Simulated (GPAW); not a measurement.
Band structure of Pd (Fm-3m, 1 atom in the cell).

```
CELL_PARAMETERS angstrom
      0.00000     1.99195     1.99195
      1.99195     0.00000     1.99195
      1.99195     1.99195     0.00000
ATOMIC_POSITIONS crystal
  Pd 0.00000 0.00000 0.00000
```
Moments meant for the start (each program seeds them in its own way; μB, in the order of the atoms Pd): 1.0.

Method: PBE, GPAW PAW datasets PBE (gpaw-data 1.0.1) (plane waves; GPAW).

Settings: spinpol = true; mode = pw; ecut = 600 eV; xc = PBE; kpts = 10 10 10; mesh shift (steps) = 0 0 0; occupations.name = methfessel-paxton; occupations.width = 0.272 eV; occupations.order = 0; nbands = -7; convergence.density = 1e-05 e/electron; convergence.energy = 1e-05 eV/electron; symmetry.symmorphic = false; symmetry.tolerance = 0.0005.

The starting cell comes from a database of computed structures (which also holds hypothetical and non-ambient phases and stackings), without a prior relaxation at this level. Its lattice was rescaled by a random factor within 2.5 % of one. The starting moments vanished: the run ended non-magnetic.

Levels in eV from the Fermi level, bands 5 to 12 of the first spin channel:
| point | 5 | 6 | 7 | 8 | 9 | 10 | 11 | 12 |
|---|---|---|---|---|---|---|---|---|
| Γ | -2.59 | -2.59 | -2.59 | -1.15 | -1.15 | 17.30 | 21.93 | 21.93 |
| X | -4.62 | -0.11 | 0.21 | 0.21 | 3.28 | 10.02 | 13.00 | 13.00 |
| W | -3.07 | -3.07 | -1.23 | 0.21 | 8.51 | 8.51 | 9.81 | 11.07 |
| K | -3.76 | -1.79 | -0.90 | -0.19 | 6.76 | 7.73 | 10.19 | 15.59 |
| L | -2.63 | -2.63 | -0.08 | -0.08 | 1.08 | 6.75 | 16.60 | 21.12 |
| U | -3.76 | -1.79 | -0.90 | -0.19 | 6.76 | 7.73 | 10.19 | 15.59 |

Bands cross the Fermi level along this path, so the cell is metallic at this level.

The net moment of the cell came out as 0.00 μB.
